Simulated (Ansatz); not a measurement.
Fluorite PbF₂ (high-temperature phase), treated with PBEsol+SOC (PAW; Ansatz, an electronic-structure program).

Numerical settings: plane-wave cutoff 520 eV, 10×10×10 k mesh, Fermi–Dirac smearing 0.01 eV, PAW data made under PBE.

The cell is scaled about its equilibrium volume:

| V (Å³/atom) | P (GPa) | direct gap at Γ (eV) | smallest gap on the k mesh (eV) |
|---|---|---|---|
| 16.054 | 5.48 | 7.440 | 3.924 |
| 16.396 | 3.44 | 7.294 | 3.934 |
| 16.738 | 1.62 | 7.152 | 3.941 |
| 17.079 | -0.01 | 7.014 | 3.946 |
| 17.421 | -1.45 | 6.879 | 3.947 |
| 17.762 | -2.73 | 6.747 | 3.947 |
| 18.104 | -3.88 | 6.618 | 3.944 |

The fundamental gap (3.93 eV at the equilibrium volume, with added k points) lies elsewhere than Γ–Γ.
